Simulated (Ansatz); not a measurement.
Reference: SrO (Fm-3m), r2SCAN, rigid bands (plane waves, PAW, scalar-relativistic; Ansatz, an electronic-structure program); geometry: cell and atoms relaxed with PBEsol.

```yaml
crystal:
  lattice:
    - [0.00000, 2.56121, 2.56121]
    - [2.56121, 0.00000, 2.56121]
    - [2.56121, 2.56121, 0.00000]
  atoms:
    - { symbol: Sr, position: [0.00000, 0.00000, 0.00000] }
    - { symbol: O, position: [0.50000, 0.50000, 0.50000] }
```

| Quantity | Value |
|---|---|
| band gap | 3.79 eV |
| electron conductivity mass | 0.51 mₑ |
| hole conductivity mass | 1.39 mₑ |
| Seebeck coefficient, n-type 1e19 cm⁻³ | -320 μV/K |

### Question
Replace Sr by Ca on the same sites and relax. What happens?

### Answer
CaO (Fm-3m): volume per atom 16.8 to 13.5 Å³; band gap rises (3.79 eV to 4.20 eV); electron conductivity mass rises (0.51 mₑ to 0.57 mₑ); hole conductivity mass stays about the same (1.39 mₑ to 1.40 mₑ); Seebeck coefficient, n-type 1e19 cm⁻³ stays about the same (-320 μV/K to -333 μV/K).

Moves up to 5 % count as about the same. Masses are for dilute carriers at 300 K, harmonic means over directions unless an axis is named. Seebeck coefficients are for the stated density at 300 K, with one relaxation time for all states and whether or not that doping can be reached. Spin-orbit coupling is left out.
